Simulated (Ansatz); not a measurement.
Consider AgCl in the rock salt structure (space group Fm-3m, No. 225; a = 5.447 Å). Axes: x, y, z lie along the cube axes.

Calculations: Ansatz (a program for electronic structure) PBEsol, no spin-orbit coupling.

For the base:

| Item | Result |
|---|---|
| Electron mass | 0.25 mₑ (at Γ) |
| Smallest direct gap | 3.03 eV |
| Band gap | 0.72 eV |

The change: uniaxial stress, 1 GPa compression along x, with the cell and atoms free to relax against it.

Problem. Predict the new electron mass, energy relative to the base, smallest direct gap and band gap.

Solution. The electron mass goes from 0.25 mₑ (at Γ) to 0.24 mₑ along x, 0.26 mₑ across (at Γ); the energy increases by 1.3 meV/atom; the smallest direct gap rises by 0.01 eV (3.03 eV → 3.04 eV); the band gap drops by 0.09 eV, from 0.72 eV to 0.63 eV.

Load acts through the strain it causes; cell and atoms are relaxed under it. Masses are band curvatures over ±0.01 Å⁻¹ around the edge. Beyond what the load breaks, stability against distortions was not tested.
